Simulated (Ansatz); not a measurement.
The reference is MoS2 in the 3R-MoS2 type structure (space group R3m, No. 160; layered, stacked along the Cartesian z axis).

```xyz
3
Lattice="1.5876 0.9166 6.1949 -1.5876 0.9166 6.1949 0.0000 -1.8332 6.1949" Properties=species:S:1:pos:R:3 pbc="T T T"
Mo     0.0000     0.0000     0.0001
S      0.0000     0.0000    13.9441
S      0.0000     0.0000    10.8349
```

Cartesian axes are those of the cell as printed.

Structures relaxed with r2SCAN+rVV10 (Ansatz, a first-principles code, PAW, no spin-orbit coupling).

Base:

Simulated powder pattern, Mo Kα, λ = 0.71073 Å (kinematic, ideal powder, no thermal factors, no anomalous dispersion; the 8 strongest lines at most, above 2 %, up to 2θ = 40°):

```json
[
 {"2θ (°)": "6.58", "I/Imax (%)": "100", "hkl": "(003)"},
 {"2θ (°)": "15.01", "I/Imax (%)": "32", "hkl": "(101)"},
 {"2θ (°)": "15.49", "I/Imax (%)": "30", "hkl": "(012)"},
 {"2θ (°)": "17.27", "I/Imax (%)": "42", "hkl": "(104)"},
 {"2θ (°)": "18.50", "I/Imax (%)": "45", "hkl": "(015)"},
 {"2θ (°)": "21.45", "I/Imax (%)": "29", "hkl": "(107)"},
 {"2θ (°)": "23.10", "I/Imax (%)": "18", "hkl": "(018)"},
 {"2θ (°)": "25.87", "I/Imax (%)": "24", "hkl": "(110)"}
]
```

The change: tensile biaxial strain of 4.24 % in the plane normal to [001], as in epitaxy on a mismatched substrate; the out-of-plane cell vector and the atoms relax.

Question: Predict the new powder pattern.

Answer: 
Simulated powder pattern, Mo Kα, λ = 0.71073 Å (kinematic, ideal powder, no thermal factors, no anomalous dispersion; the 8 strongest lines at most, above 2 %, up to 2θ = 40°):

| 2θ (°) | d (Å) | I/Imax (%) | hkl |
|---|---|---|---|
| 6.74 | 6.044 | 100 | (003) |
| 14.42 | 2.831 | 37 | (101) |
| 14.94 | 2.733 | 35 | (012) |
| 16.87 | 2.423 | 47 | (104) |
| 18.19 | 2.249 | 50 | (015) |
| 21.31 | 1.922 | 32 | (107) |
| 24.80 | 1.655 | 29 | (110) |
| 25.73 | 1.596 | 19 | (113) |

The indices refer to the base's conventional cell; one index is shown for lines that coincide.

Whether these cells are dynamically stable was not tested.
